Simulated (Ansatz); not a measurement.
# ZnO: response to strain

Consider ZnO in the wurtzite structure (space group P6_3mc, No. 186; a = 3.2300 Å, c = 5.2144 Å).

Strains are applied to the cell and any free atomic positions relax.

Calculations: PBEsol/PAW in Ansatz (a program for electronic structure), scalar-relativistic without spin-orbit coupling.

Notes on the quantities. pressure: mean of the normal stresses, compression positive.

```json
[
 {"change": "base", "band gap": "0.70 eV", "shortest interatomic distance": "1.969 Å", "pressure": "0.0 kbar"},
 {"change": "isotropic strain +0.60 %", "band gap": "0.68 eV", "shortest interatomic distance": "1.981 Å", "pressure": "-25.0 kbar"},
 {"change": "isotropic strain +1.20 %", "band gap": "0.65 eV", "shortest interatomic distance": "1.992 Å", "pressure": "[?]"},
 {"change": "isotropic strain +1.80 %", "band gap": "0.63 eV", "shortest interatomic distance": "2.004 Å", "pressure": "-68.8 kbar"},
 {"change": "isotropic strain +2.40 %", "band gap": "0.60 eV", "shortest interatomic distance": "2.016 Å", "pressure": "-88.0 kbar"},
 {"change": "isotropic strain +3.00 %", "band gap": "[?]", "shortest interatomic distance": "2.028 Å", "pressure": "[?]"}
]
```

Some entries are withheld; estimate them.


- isotropic strain +1.20 %, pressure: -47.9 kbar
- isotropic strain +3.00 %, band gap: 0.58 eV
- isotropic strain +3.00 %, pressure: -105.6 kbar

Whether these cells are dynamically stable was not tested.
